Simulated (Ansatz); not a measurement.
One hop of interstitial Li in silicon, charge +1 (Li moves farthest, along (0.25, 0.25, 0.25) of the unit cell), with the cell strained by ±1.5 % along x and y with z held against the relaxed PBE lattice. These are PBE, PAW (plane waves to 420 eV; Ansatz, a first-principles code) values and carry that method's errors. Climbing-image NEB, 64 sites, 3×3×3 shifted, static nuclei, no finite-size correction.

In the compressed cell the barrier is 0.64 eV, with neighbours at the saddle 4 Si at 2.34, 2 Si at 2.36 Å.

**Question.** What is it in the stretched cell?

**Answer.** 0.55 eV, with neighbours at the saddle 2 Si at 2.38, 4 Si at 2.40 Å. Stretching lowers the barrier by about 0.03 eV for each 1 % of strain.
